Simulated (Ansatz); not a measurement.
The reference is Pd in the fcc (Cu type) structure (space group Fm-3m, No. 225; a = 3.841 Å; relaxed with 0.1 eV smearing). Axes: x, y, z lie along the cube axes.

Computed with LDA/PAW in Ansatz (a first-principles code), scalar-relativistic without spin-orbit coupling.

One thing is altered: uniaxial strain ε_zz = +3.00 %, all other strain components held at zero; the atoms relax in the strained cell.

Task: Predict the stress tensor and what it implies for the stiffness.

Result: Stress of the strained cell less that of the base (GPa, compression positive):
```
   -5.4     0.0     0.0
    0.0    -5.4     0.0
    0.0     0.0    -7.5
```

Then −Δσ_ii/ε with ε = 0.0300 gives secant stiffness values (nonlinear terms included at this strain): C33 ≈ 249 GPa, C13 ≈ 180 GPa and C23 ≈ 180 GPa.

As a check, the harmonic strain energy −½ V₀ Δσ:ε is 9.9 meV/atom; the computed energy rise is 10 meV/atom.

No phonon test of stability was made. All final runs are without spin polarisation. Pd lies near a magnetic instability that expansion can trigger; it was not tested.
